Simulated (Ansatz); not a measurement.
For Be3N2 (R3m, No. 160, 5 atoms in the cell; start mp-1070456; a measured phase of this formula has another space group), PBEsol (Ansatz, a program for electronic structure, plane waves, PAW) gives:

- lattice constant a: 2.835 Å
- lattice parameter c: 14.558 Å
- bulk modulus B0: 215 GPa
- cohesive energy: 5.67 eV/atom
- band gap: 2.66 eV

What does r²SCAN (Ansatz, PAW) give for the same quantities?


- lattice constant a: 2.835 Å (stays essentially unchanged)
- lattice parameter c: 14.584 Å (rises by 0.2 %)
- bulk modulus: 220 GPa (increases by 2.3 %)
- cohesive energy: 5.36 eV/atom (shrinks by 0.31 eV/atom)
- band gap: 3.42 eV (increases by 0.76 eV)

Changes are worked out from the printed values.

Unless a cell is named, each level is at its own relaxed cell (PBEsol 6.76, r²SCAN 6.77 Å³/atom).

Density-functional gaps are differences of (generalised) Kohn–Sham levels.

Caveats: the bulk modulus is −V dP/dV from two relaxed cells at ±2 % in volume (PBEsol, r²SCAN); the relaxation could not lower the start's symmetry, so the cell can be a saddle point above a distorted one (PBEsol, r²SCAN). Ansatz's density-functional and Hartree–Fock values are scalar-relativistic unless marked +SOC, with PAW data made under PBE.

A start named mp-… is a Materials Project structure, which need not be a measured phase.
